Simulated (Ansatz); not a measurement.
## A constructed model of the (110) surface of bcc Mo, a pseudomorphic layer of Au in the host's stacking (bottom of the slab: a bare face, its two planes held)

These are PBE (plane waves to 420 eV, PAW; Ansatz, a first-principles code) values and carry that method's errors.

Slab: 7 atoms, 13.7 Å thick at the start with caps and adatoms (thin: gaps and levels are the slab's own); k 14x14x1, smearing 0.1 eV, dipole-corrected; 2 atoms held, the rest relaxed; start symmetry kept, larger cells not searched; no spin, no spin-orbit, no U. It is one candidate, not shown to be the stable structure of the face.

```json
{
 "work_function_of_the_top_face": "4.89 eV",
 "energy_released_by_relaxation": "0.077 eV",
 "cost": "around 100 core-seconds (rough)"
}
```
